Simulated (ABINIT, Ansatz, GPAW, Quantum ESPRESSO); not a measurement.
LaMg6Mo (Amm2, 8 atoms in the cell) computed with different codes at matched settings

Self-consistent single point, at a second geometry (lattice scaled by 0.98). First geometry:

```xyz
8
Lattice="4.9891 0.0000 0.0000 0.0000 3.2451 5.7849 0.0000 -3.2451 5.7849" Properties=species:S:1:pos:R:3 pbc="T T T"
La     0.0000     0.0000     9.2670
Mg     0.0000    -1.5641     6.6234
Mg     0.0000     1.5641     6.6234
Mg     0.0000     0.0000     3.8786
Mg     2.4946    -1.5452     4.9518
Mg     2.4946     1.5452     4.9518
Mg     2.4946     0.0000     1.9845
Mo     2.4946     0.0000     7.9988
```

Shared settings, as Ansatz (a program for electronic structure) writes them: kpoints.mp_grid.grid = 4 3 3; scf.occupations.method = gaussian; scf.occupations.width = 0.05 eV. Potentials and cutoffs stand in the table.

| code | model | ΔF from the first geometry (meV/atom) | pressure (GPa) | largest force (eV/Å) | cutoff |
|---|---|---|---|---|---|
| ABINIT | LDA (PW92), PAW (JTH v2.0 LDA PAW) | -23.1 | -1.40 | 0.144 | 26 Ha |
| Quantum ESPRESSO | LDA (PZ), GBRV 1.5 ultrasoft (LDA) pseudopotentials | -23.6 | -1.46 | 0.143 | 40 Ry |
| GPAW | LDA (Perdew-Wang 92), GPAW PAW datasets LDA (gpaw-data 1.0.1) | -23.9 | -1.46 | 0.144 | 850 eV |
| Ansatz | LDA (PW92), PAW files made with PBE | -24.5 | -1.55 | 0.145 | default |

Size of the force on each atom (eV/Å): Sizes of forces hide their directions.

```json
[
 {"code": "ABINIT", "La1": "0.032", "Mg2": "0.017", "Mg3": "0.017", "Mg4": "0.010", "Mg5": "0.144", "Mg6": "0.144", "Mg7": "0.046", "Mo8": "0.067"},
 {"code": "Quantum ESPRESSO", "La1": "0.027", "Mg2": "0.019", "Mg3": "0.019", "Mg4": "0.010", "Mg5": "0.143", "Mg6": "0.143", "Mg7": "0.044", "Mo8": "0.071"},
 {"code": "GPAW", "La1": "0.048", "Mg2": "0.020", "Mg3": "0.020", "Mg4": "0.008", "Mg5": "0.144", "Mg6": "0.144", "Mg7": "0.044", "Mo8": "0.045"},
 {"code": "Ansatz", "La1": "0.071", "Mg2": "0.017", "Mg3": "0.017", "Mg4": "0.010", "Mg5": "0.145", "Mg6": "0.145", "Mg7": "0.043", "Mo8": "0.032"}
]
```

On Ansatz's run: spin polarisation is off.

The spread over the programs that give each value: ΔF from the first geometry within 1.4 meV/atom; pressure within 0.15 GPa; largest force within 0.002 eV/Å.

Ansatz's pressure is given at a fixed set of plane waves, as the other plane-wave codes print theirs. The same LDA comes in different parametrisations, which differ slightly.

The starting cell comes from a database of computed structures (which also holds hypothetical and non-ambient phases and stackings), without a prior relaxation at this level. Its lattice was rescaled by a random factor within 2.5 % of one. For this run, on top of that: lattice scaled by 0.98.

Left out of this page: CP2K (unsound by tests on forces, stress, charge or solver warnings).

Keys are those of Ansatz 0.2.
